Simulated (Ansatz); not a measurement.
Reference: BeTe (F-43m), r2SCAN with spin-orbit coupling, rigid bands (plane waves, PAW; Ansatz, a program for electronic structure); geometry: cell and atoms relaxed with r2SCAN.

```cif
data_Be4Te4
_chemical_formula_sum 'Be4 Te4'
_space_group_name_H-M_alt 'F-43m'
_space_group_IT_number 216
_space_group_name_Hall 'F -4 2 3'
_cell_length_a 5.65724
_cell_length_b 5.65724
_cell_length_c 5.65724
_cell_angle_alpha 90.000
_cell_angle_beta 90.000
_cell_angle_gamma 90.000
loop_
_atom_site_label
_atom_site_type_symbol
_atom_site_symmetry_multiplicity
_atom_site_Wyckoff_symbol
_atom_site_fract_x
_atom_site_fract_y
_atom_site_fract_z
_atom_site_occupancy
Be1 Be 4 a 0.00000 0.00000 0.00000 1
Te1 Te 4 c 0.25000 0.25000 0.25000 1
```
(The calculation used a cell of 2 atoms; values per cell refer to that cell.)

| Item | Result |
|---|---|
| band gap | 2.09 eV |
| electron conductivity mass | 0.38 mₑ |
| hole conductivity mass | 0.40 mₑ |
| Seebeck coefficient, n-type 1e19 cm⁻³ | -304 μV/K |

### Question
Swap Te for S, keeping the structure type. How do these values move?

### Answer
BeS (F-43m): volume per atom 22.6 to 14.4 Å³; band gap rises (2.09 eV to 3.56 eV); electron conductivity mass stays about the same (0.38 mₑ to 0.37 mₑ); hole conductivity mass rises (0.40 mₑ to 0.79 mₑ); Seebeck coefficient, n-type 1e19 cm⁻³ falls in size (-304 μV/K to -276 μV/K).

### Question
Swap Be for Cd, keeping the structure type. How do these values move?

### Answer
CdTe (F-43m): volume per atom 22.6 to 35.3 Å³; band gap falls (2.09 eV to 0.91 eV); electron conductivity mass falls (0.38 mₑ to 0.094 mₑ); hole conductivity mass rises (0.40 mₑ to 0.57 mₑ); Seebeck coefficient, n-type 1e19 cm⁻³ falls in size (-304 μV/K to -62 μV/K).

Moves up to 5 % count as about the same. Masses are for dilute carriers at 300 K, harmonic means over directions unless an axis is named. Seebeck coefficients are for the stated density at 300 K, with one relaxation time for all states and whether or not that doping can be reached.
